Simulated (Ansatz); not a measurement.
**Ge interstitial (beta Si3N4 host)**

All values below come from PBE, PAW (plane waves to 420 eV; Ansatz, a first-principles code). Cell: 84 sites, 1×1×3; final energies on a 2×2×2 shifted mesh. Site at the start: void with 6N6Si nearest. Energies of charged states are corrected for periodic images (point charge plus alignment at distant sites). Dielectric constants: PBE linear response of the host. Host gap at this level: 4.25 eV. These values are not converged in cell size to better than tenths of an eV. The semilocal functional narrows the gap, so deep levels can fall outside it. Spin–orbit coupling is left out. Each state is the lowest found from its start.

Formation energies E_f are given with the Fermi level at the valence-band maximum. Chemical conditions: N-rich (Δμ(Ge) = -0.009 eV, bounded by Ge3N4 (P31c); only phases computed here count, gases as isolated molecules at 0 K). Reference phases: Ge: germanium.

The name describes the start; the neighbours show where the added atom ended.

| charge | moment (μB) | largest move off a lattice site (Å) | neighbours of the added atom at the end (Å) | image correction with alignment (eV) | E_f, N-rich (eV) | above the lowest spin state (eV) |
|---|---|---|---|---|---|---|
| +3* | 1.0 | 0.10 | N 2.42, N 2.46, N 2.48, N 2.60, N 2.61, N 2.64 | – | – | 0.00 |
| +2 | not spin-polarised | 0.10 | N 2.42, N 2.46, N 2.47, N 2.60, N 2.63, N 2.64 | 1.49 | 1.63 | 0.00 |
| +1 | 1.0 | 0.08 | N 2.54, N 2.55, N 2.56, N 2.56, N 2.56, N 2.56 | 0.53 | 3.09 | 0.00 |
| 0 | 0.0 | 0.16 | N 2.55, N 2.56, N 2.58, N 2.58, N 2.67, N 2.67 | 0.00 | 5.92 | 0.00 |
| 0 | not spin-polarised | 0.16 | N 2.55, N 2.56, N 2.58, N 2.58, N 2.67, N 2.67 | 0.00 | 5.92 | 0.00 |

* At this level the carrier isn't localised at the defect: at charge +3 holes occupy the valence band. Such a state is shallow or no state of the defect, and this cell gives it no level.

Starting moments that weren't kept: charge 0 began with 2 μB and ended with 0.0.

Transition levels above the valence-band maximum: ε(+2/+1) = 1.46 eV; ε(+1/0) = 2.83 eV. On the lower envelope of the bound states, inside the gap: (+2/+1) at 1.46 eV; (+1/0) at 2.83 eV.

Flagged in the runs: a doubtful potential alignment, a host whose relaxation on this sampling wasn't shown to rest.
